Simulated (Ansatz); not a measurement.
End structure of the (115) surface of diamond, from a spin-polarised start, 2 pairs of surface atoms bonded, H on both atoms of one pair (paired C at depth 0.7 Å) alone (bottom of the slab: built like the top, H on every dangling bond, free):

```yaml
crystal:
  lattice:
    - [5.05093, 0.00000, 0.00000]
    - [1.26273, 6.56136, 0.00000]
    - [0.00000, 0.00000, 27.00000]
  atoms:
    - { symbol: C, position: [0.91045, 0.00018, 0.34013] }
    - { symbol: C, position: [0.58704, 0.00278, 0.34024] }
    - { symbol: C, position: [0.45540, 0.22046, 0.35694] }
    - { symbol: C, position: [0.93604, 0.21589, 0.35653] }
    - { symbol: C, position: [0.00229, 0.63308, 0.36573] }
    - { symbol: C, position: [0.67859, 0.63486, 0.36605] }
    - { symbol: C, position: [0.55407, 0.85245, 0.38210] }
    - { symbol: C, position: [0.01896, 0.85076, 0.38203] }
    - { symbol: C, position: [0.18541, 0.25274, 0.38656] }
    - { symbol: C, position: [0.68517, 0.26736, 0.38936] }
    - { symbol: C, position: [0.63768, 0.48486, 0.40786] }
    - { symbol: C, position: [0.12122, 0.47887, 0.40657] }
    - { symbol: C, position: [0.27802, 0.88575, 0.41120] }
    - { symbol: C, position: [0.77659, 0.89330, 0.41716] }
    - { symbol: C, position: [0.72151, 0.11510, 0.43413] }
    - { symbol: C, position: [0.22250, 0.10890, 0.43191] }
    - { symbol: C, position: [0.36881, 0.52126, 0.43767] }
    - { symbol: C, position: [0.87214, 0.51548, 0.44116] }
    - { symbol: C, position: [0.81553, 0.74093, 0.45980] }
    - { symbol: C, position: [0.31384, 0.74067, 0.45741] }
    - { symbol: C, position: [0.46188, 0.14879, 0.46488] }
    - { symbol: C, position: [0.96386, 0.14850, 0.46493] }
    - { symbol: C, position: [0.90741, 0.37037, 0.48409] }
    - { symbol: C, position: [0.40741, 0.37037, 0.48409] }
    - { symbol: C, position: [0.55556, 0.77778, 0.49046] }
    - { symbol: C, position: [0.05556, 0.77778, 0.49046] }
    - { symbol: C, position: [0.00000, 0.00000, 0.50955] }
    - { symbol: C, position: [0.50000, 0.00000, 0.50955] }
    - { symbol: C, position: [0.64815, 0.40741, 0.51591] }
    - { symbol: C, position: [0.14815, 0.40741, 0.51591] }
    - { symbol: C, position: [0.09259, 0.62963, 0.53500] }
    - { symbol: C, position: [0.59259, 0.62963, 0.53500] }
    - { symbol: C, position: [0.74074, 0.03704, 0.54137] }
    - { symbol: C, position: [0.24074, 0.03704, 0.54137] }
    - { symbol: C, position: [0.18418, 0.25924, 0.56043] }
    - { symbol: C, position: [0.68601, 0.25907, 0.56047] }
    - { symbol: C, position: [0.83457, 0.66699, 0.56806] }
    - { symbol: C, position: [0.33223, 0.66691, 0.56571] }
    - { symbol: C, position: [0.27595, 0.89132, 0.58445] }
    - { symbol: C, position: [0.78003, 0.88541, 0.58788] }
    - { symbol: C, position: [0.92501, 0.30064, 0.59284] }
    - { symbol: C, position: [0.42593, 0.29442, 0.59064] }
    - { symbol: C, position: [0.37122, 0.51381, 0.60865] }
    - { symbol: C, position: [0.86958, 0.52325, 0.61461] }
    - { symbol: C, position: [0.02727, 0.92851, 0.61904] }
    - { symbol: C, position: [0.51205, 0.91650, 0.61794] }
    - { symbol: C, position: [0.46702, 0.12401, 0.63870] }
    - { symbol: C, position: [0.96260, 0.15446, 0.63849] }
    - { symbol: C, position: [0.12306, 0.56057, 0.64471] }
    - { symbol: C, position: [0.59785, 0.55733, 0.64470] }
    - { symbol: C, position: [0.46995, 0.77206, 0.66041] }
    - { symbol: C, position: [0.14427, 0.77717, 0.66070] }
    - { symbol: C, position: [0.20901, 0.20513, 0.66387] }
    - { symbol: C, position: [0.68914, 0.20084, 0.66381] }
    - { symbol: C, position: [0.55389, 0.38913, 0.67932] }
    - { symbol: C, position: [0.25236, 0.39197, 0.67950] }
    - { symbol: H, position: [0.00440, 0.95472, 0.30413] }
    - { symbol: H, position: [0.51359, 0.95830, 0.30433] }
    - { symbol: H, position: [0.42853, 0.32330, 0.32462] }
    - { symbol: H, position: [0.91164, 0.31662, 0.32392] }
    - { symbol: H, position: [0.09190, 0.59648, 0.32895] }
    - { symbol: H, position: [0.60448, 0.59569, 0.32972] }
    - { symbol: H, position: [0.54260, 0.81808, 0.69613] }
    - { symbol: H, position: [0.05464, 0.81879, 0.69710] }
```

Set-up: 64 atoms, 10.9 Å thick at the start with caps and adatoms (thin: gaps and levels are the slab's own); mesh 5x4x1; 0.025 eV smearing; dipole correction on; 12 atoms held, the rest relaxed; no symmetry held; spin-polarised from one start with parallel moments (other orders not tried), no spin-orbit, no U. The starting moment vanished. In PBE it is, or lies within 0.01 eV a 1x1 cell of, the lowest of the 2 structures of its composition computed so far; larger cells were not tried.

Give the gap of the slab on its k-mesh at the level PBE (Ansatz, a program for electronic structure).

2.04 eV

Estimate the highest filled level below the top vacuum level that PBE returns for this input.

5.27 eV
